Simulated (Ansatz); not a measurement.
The starting structures come from a database of crystals and need not be the phases stable at ambient conditions.

 Where the default PAW files enter, the runs use the earlier of Ansatz's two default sets.

The decay constant κ of evanescent states in the gap governs leakage through a thin film.

```
CsH2O4P
1.0
    4.87626     0.00000     0.00000
    0.00000     6.25789     0.00000
    2.23616     0.00000     7.53098
Cs H P O
2 4 2 8
Direct
  0.73700   0.78063   0.73476
  0.26300   0.28063   0.26524
  0.96356   0.01620   0.02436
  0.03644   0.51620   0.97564
  0.31981   0.77643   0.35464
  0.68019   0.27643   0.64536
  0.79217   0.76976   0.23814
  0.20783   0.26976   0.76186
  0.78655   0.98072   0.13000
  0.21345   0.48072   0.87000
  0.79326   0.57636   0.12245
  0.20674   0.07636   0.87755
  0.97232   0.27627   0.67409
  0.02768   0.77627   0.32591
  0.50315   0.78012   0.39049
  0.49685   0.28012   0.60951
```

Space group of this cell: P2_1. The cell is taken as given; by r2SCAN its mean pressure is 1.1 GPa.

Transport runs along the normal of the first two printed cell vectors.

The gap is the functional's own, uncorrected, and κ follows it; spin-orbit coupling is left out. Mid-gap values are interpolated between the computed energies.

Task: Give the band gap and the smallest decay constant κ at mid-gap that r2SCAN run with Ansatz (a quantum-chemistry and plane-wave program) yields.

Result: Gap 6.07 eV on a 6×6×4 mesh; κ = 0.487 1/Å, at the zone centre.
